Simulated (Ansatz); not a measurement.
Consider GaP in the zinc blende structure (space group F-43m, No. 216; a = 5.439 Å).

The other end (x = 1) is AsP in the zinc blende structure (space group F-43m, No. 216; a hypothetical phase, not in the database extracts checked): 23.90 Å³/atom, gap zero; this end may not be an ambient phase.

All numbers come from PBEsol/PAW in Ansatz (a first-principles code), no spin-orbit coupling, earlier PAW set.

As replaces a fraction x of Ga; each row is one arrangement (x, atoms in the cell, starting space group or random), fully relaxed.

One change was made to it. Results:

```json
[
 {"quantity": "mixing energy (to 0.01 eV only: unlike meshes or grids) (against an end that may be hypothetical)", "base": "–", "after": "+0.07 eV/atom"},
 {"quantity": "deviation of the volume from the linear (Vegard-type) interpolation", "base": "–", "after": "+0.2 %"},
 {"quantity": "shortest interatomic distance", "base": "2.355 Å", "after": "2.339 Å"},
 {"quantity": "band gap", "base": "1.45 eV", "after": "zero"}
]
```

Which change produced these results?
A. x(As) = 0.75, 8 atoms, P-4m2
B. x(As) = 0.25, 8 atoms, I-42m
C. x(As) = 0.333, 6 atoms, P3m1
D. x(As) = 0.5, 4 atoms, R3m

B, x(As) = 0.25, 8 atoms, I-42m. For comparison, the mixing energy in the other runs: x(As) = 0.333, 6 atoms, P3m1 gives +0.03 eV/atom; x(As) = 0.75, 8 atoms, P-4m2 gives -0.02 eV/atom; x(As) = 0.5, 4 atoms, R3m gives -0.02 eV/atom.

Each cell is one ordered arrangement of few atoms, which overstates ordering effects compared with a random alloy. No phonon test of stability was made. The final runs are not spin-polarised. Under x(As) = 0.333, 6 atoms, P3m1, x(As) = 0.75, 8 atoms, P-4m2 and x(As) = 0.5, 4 atoms, R3m the cell changed shape so far that it is another structure. A zero or small gap of Ga3AsP4 can be the functional's error rather than a property of the material.
